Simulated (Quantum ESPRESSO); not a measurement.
# Refining one setting for SnO (Cmce, 8 atoms in the cell)

```yaml
crystal:
  lattice:
    - [2.70160, -2.70248, 0.00000]
    - [2.70160, 2.70248, 0.00000]
    - [0.00000, 0.00000, 10.09010]
  atoms:
    - { symbol: Sn, position: [0.73655, 0.26345, 0.86386] }
    - { symbol: Sn, position: [0.26345, 0.73655, 0.13614] }
    - { symbol: Sn, position: [0.76345, 0.23655, 0.36386] }
    - { symbol: Sn, position: [0.23655, 0.76345, 0.63614] }
    - { symbol: O, position: [0.26194, 0.23806, 0.25000] }
    - { symbol: O, position: [0.73806, 0.76194, 0.75000] }
    - { symbol: O, position: [0.23806, 0.26194, 0.75000] }
    - { symbol: O, position: [0.76194, 0.73806, 0.25000] }
```

Method of the run: PBEsol, GBRV 1.5 ultrasoft (PBESOL) pseudopotentials (plane waves; Quantum ESPRESSO).

The starting cell comes from a database of computed structures (which also holds hypothetical and non-ambient phases and stackings), without a prior relaxation at this level. Its lattice was rescaled by a random factor within 2.5 % of one.

Held fixed: ecutwfc = 40 Ry; ecutrho = 200 Ry; occupations = smearing; smearing = marzari-vanderbilt; degauss = 0.0147 Ry; potentials = {Sn: sn_pbesol_v1.4.uspp.F.UPF, O: o_pbesol_v1.2.uspp.F.UPF}; K_POINTS = automatic 5 5 2 0 0 0; mixing_beta = 0.7.

ΔF is the free energy per atom less that of the last row (7.3e-14 Ry).

| conv_thr | ΔF (meV/atom) | pressure (GPa) | largest force (eV/Å) | gap on the mesh (eV) | iterations |
|---|---|---|---|---|---|
| 0.0073 Ry | 7.1 | 8.77 | 0.943 | 0.795 | 4 |
| 0.00073 Ry | 0.02 | -3.58 | 0.307 | 0.796 | 6 |
| 7.3e-05 Ry | 0.02 | -3.58 | 0.307 | 0.796 | 6 |
| 7.3e-06 Ry | 0.01 | -0.88 | 0.152 | 0.790 | 8 |
| 7.3e-07 Ry | -0.01 | -0.69 | 0.182 | 0.792 | 9 |
| 7.3e-08 Ry | 0.00 | -0.78 | 0.181 | 0.791 | 10 |
| 7.3e-10 Ry | 0.00 | -0.82 | 0.179 | 0.791 | 11 |
| 1e-10 Ry | 0.00 | -0.81 | 0.179 | 0.791 | 12 |
| 7.3e-12 Ry | 0.00 | -0.81 | 0.179 | 0.791 | 13 |
| 7.3e-14 Ry | 0.00 | -0.81 | 0.179 | 0.791 | 18 |

Gap on the mesh within 0.02 eV of the last row: from conv_thr = 0.0073 Ry on, the coarsest one. The value it settles on is 0.791 eV at this level of theory and with the other settings as held.

Largest force within 0.01 eV/Å of the last row: from conv_thr = 7.3e-07 Ry on; the one before it is off by 0.028 eV/Å. The value it settles on is 0.179 eV/Å at this level of theory and with the other settings as held.

The gap is read on the k-point mesh of the run and can differ from the gap over the whole zone at this level.
